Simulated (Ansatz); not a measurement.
## Pressure series in BAs

The parent structure is BAs in the zinc blende structure (space group F-43m, No. 216; a = 4.784 Å).

Cell and atoms are relaxed at each pressure.

Computed with DFT with r2SCAN, PAW potentials and a 500 eV plane-wave cutoff in Ansatz (a first-principles code), spin-orbit coupling left out.

Notes on the quantities. enthalpy: H = E + PV relative to the base's energy.

```tsv
case	smallest direct gap	band gap	enthalpy	lattice parameter a
base	3.44 eV	1.38 eV	–	4.784 Å
pressure −2 GPa	3.42 eV	1.39 eV	-0.17 eV/atom	4.807 Å
pressure −1 GPa	3.43 eV	1.39 eV	-0.09 eV/atom	___
pressure 3 GPa	3.46 eV	1.36 eV	+0.25 eV/atom	4.751 Å
pressure 7 GPa	3.49 eV	1.33 eV	+0.58 eV/atom	4.712 Å
pressure 15 GPa	3.54 eV	1.28 eV	+1.22 eV/atom	___
pressure 30 GPa	3.64 eV	1.20 eV	+2.36 eV/atom	4.542 Å
pressure 50 GPa	3.75 eV	1.12 eV	+3.76 eV/atom	4.436 Å
pressure 75 GPa	3.88 eV	1.03 eV	+5.41 eV/atom	4.334 Å
pressure 100 GPa	4.00 eV	___	+6.95 eV/atom	4.252 Å
```

Task: Some entries are withheld; estimate them.

Result: 
- pressure −1 GPa, lattice parameter a: 4.795 Å
- pressure 15 GPa, lattice parameter a: 4.644 Å
- pressure 100 GPa, band gap: 0.96 eV

Load acts through the strain it causes; cell and atoms are relaxed under it. No phonon test of stability was made. Competing high-pressure phases were not computed.
